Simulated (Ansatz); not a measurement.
The parent structure is MgO in the rock salt structure (space group Fm-3m, No. 225; a = 4.159 Å). Axes: x, y, z lie along the cube axes.

Calculations: LDA/PAW in Ansatz (a first-principles code), scalar-relativistic without spin-orbit coupling.

Modification: uniaxial strain ε_zz = +1.50 %, all other strain components held at zero, atoms relaxed at fixed cell.

Predict the stress tensor and what it implies for the stiffness.

Stress of the strained cell less that of the base (GPa, compression positive):
```
  -1.39    0.00    0.00
   0.00   -1.39    0.00
   0.00    0.00   -4.46
```

Then −Δσ_ii/ε with ε = 0.0150 gives secant stiffness values (nonlinear terms included at this strain): C33 ≈ 297 GPa, C13 ≈ 93 GPa and C23 ≈ 93 GPa.

Stability against distortions was not tested.
